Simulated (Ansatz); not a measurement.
Consider SbSI (space group Pnma, No. 62; a = 8.460 Å, b = 4.037 Å, c = 10.187 Å). Axes: x, y, z lie along a, b, c of the conventional cell.

Computed with Ansatz (a program for electronic structure), PBEsol, PAW, cutoff 420 eV, no spin-orbit coupling, earlier PAW set.

For the base:

Pressure: 0.0 kbar

It is then changed as follows: biaxial strain +0.75 %, plane normal [001], relaxed out of plane (Cartesian); in-plane vectors clamped, the third vector and the atoms free.

### Question
What does the calculation give for the pressure after the change?

### Answer
The pressure (mean of the normal stresses, compression positive) goes from zero to -2.2 kbar.

### Question
What happens to the out-of-plane strain?

### Answer
The out-of-plane strain is -0.66 %.

Whether these cells are dynamically stable was not tested. The base started in Pna2_1 and relaxed to Pnma at this level.
